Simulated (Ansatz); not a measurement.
Candidates (primitive cells; geometry: cell and atoms relaxed with PBEsol):
A. Os (P6_3/mmc), a = 2.7260 Å, b = 2.7260 Å, c = 4.3169 Å, α = 90.00°, β = 90.00°, γ = 120.00°
B. Cd (P6_3/mmc), a = 2.9272 Å, b = 2.9272 Å, c = 5.7247 Å, α = 90.00°, β = 90.00°, γ = 120.00°
C. Zr (P6_3/mmc), a = b = 3.188 Å, c = 5.108 Å, α = β = 90.00°, γ = 120.00°

Problem. Put the candidates in order of root-mean-square Fermi velocity, lowest first, for r2SCAN, rigid bands in Ansatz (an electronic-structure program).

Solution. C (4.5 ×10⁵ m/s), A (8.4 ×10⁵ m/s), B (15.8 ×10⁵ m/s)

Metals at this level; values at 300 K, both spins, means over directions. As a rough test of the mesh, the Fermi surface's area from every second k point differs by up to 8 %. Spin-orbit coupling is left out.

The missing spin-orbit coupling matters most for Os (P6_3/mmc).
